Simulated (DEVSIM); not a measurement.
Structure: Ge n-p junction from an implanted or diffused profile, at 300 K.

```
layer (left to right)  material  thickness (μm)  Na (cm⁻³)   τn (s)   τp (s)
---------------------  --------  --------------  ---------  -------  -------
1                            Ge            6.30     4.6e14  0.00037  0.00037
```

Added donor profile: 2.6e18 cm⁻³ × exp(−(x − 0 μm)²/(2·(0.086 μm)²)). Left contact: ohmic. Right contact: ohmic. Voltage is applied to the left contact. Recombination: SRH at mid-gap, radiative, Auger. Mobility is μmin + (μ − μmin)/(1 + (N/Nref)^α).

Constants are typed, rounded textbook-type inputs, not results; the design itself was drawn at random and stands for no fabricated device. Values at 300 K; Nc and Nv go as T^1.5, mobilities as T to minus their exponent, the gap by Varshni's rule with the affinity fixed.

```
parameter               Ge
----------------  --------
gap (eV)             0.664
affinity (eV)            4
permittivity            16
Nc (cm⁻³)          1.04e19
Nv (cm⁻³)             6e18
μn (cm²/Vs)           3900
μp (cm²/Vs)           1900
μn,min                 150
μp,min                 100
Nref,n              2.6e17
Nref,p                4e17
αn                    0.56
αp                     0.6
T exponent of μn      1.66
T exponent of μp      2.33
B (cm³/s)          6.4e-14
Cn (cm⁶/s)           1e-31
Cp (cm⁶/s)           1e-31
Varshni α (eV/K)  0.000477
Varshni β (K)          235
```

Simulated with DEVSIM: 1D drift-diffusion, Boltzmann statistics, complete ionisation; no tunnelling, impact ionisation, image-force lowering or self-heating.

Base results: potential step across the device at zero bias (V) 0.383.

What follows from this one change: peak of the profile 2.6e+18 → 5.2e+17 cm^-3?

potential step across the device at zero bias 0.383 → 0.342 V.

What follows from this one change: temperature 300 → 450 K?

potential step across the device at zero bias 0.383 → 0.236 V.

What follows from this one change: doping Na of layer 1 4.6e+14 → 4.6e+13 cm^-3?

potential step across the device at zero bias 0.383 → 0.328 V.
